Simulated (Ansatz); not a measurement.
Take SiC (space group P6_3mc, No. 186; a = 3.078 Å, c = 10.076 Å) as the base.

The values are results of plane-wave PAW DFT at the PBEsol level (Ansatz, a program for electronic structure, 420 eV), scalar-relativistic without spin-orbit coupling, not measurements.

One change was made to it. Results:

The gap character stays indirect, Γ → M; the lattice parameter a shrinks by 0.163 Å to 2.915 Å; the valence-band top at Γ (three highest levels, from the VBM) goes from 0.00, 0.00, -0.05 eV to 0.00, 0.00, -0.04 eV.

Name the change that was made.
A. pressure 15 GPa
B. pressure −2 GPa
C. pressure 50 GPa
D. pressure 3 GPa
E. pressure 100 GPa

C, pressure 50 GPa. For comparison, the valence-band top at Γ in the other runs: pressure 15 GPa gives 0.00, 0.00, -0.05 eV; pressure 3 GPa gives 0.00, 0.00, -0.05 eV; pressure 100 GPa gives 0.00, 0.00, -0.01 eV; pressure −2 GPa gives 0.00, 0.00, -0.05 eV.

Load acts through the strain it causes; cell and atoms are relaxed under it. Whether these cells are dynamically stable was not tested. Competing high-pressure phases were not computed.
